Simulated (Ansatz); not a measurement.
Functionals compared on a constructed model of the (111) surface of fcc Ir, a pseudomorphic layer of Nb in the host's stacking (bottom of the slab: a bare face, its two planes held), in Ansatz (plane waves, PAW). The structure was relaxed with PBE; the other rows are single points on it. Cutoff 420 eV (500 eV for r2SCAN).

Slab: 7 atoms, 13.9 Å thick at the start with caps and adatoms (thin: gaps and levels are the slab's own); k 16x16x1, smearing 0.1 eV, dipole-corrected; 2 atoms held, the rest relaxed; held to the start's symmetry, so lower structures may exist; no spin, no spin-orbit, no U. In PBE it lies 0.06 eV a 1x1 cell over the lowest computed structure of the same composition (a pseudomorphic layer of Nb in the other hollow). These notes are the PBE run's.

```tsv
functional	work function of the top face (eV)	rough cost of the single point
PBE	5.06	–
RPBE	4.92	very roughly 40 core-seconds
r2SCAN	…	roughly 80 core-seconds
```

Task: Some entries are withheld; supply them.

Result: 
- r2SCAN, work function of the top face (eV): 5.17

Ansatz is an electronic-structure program.
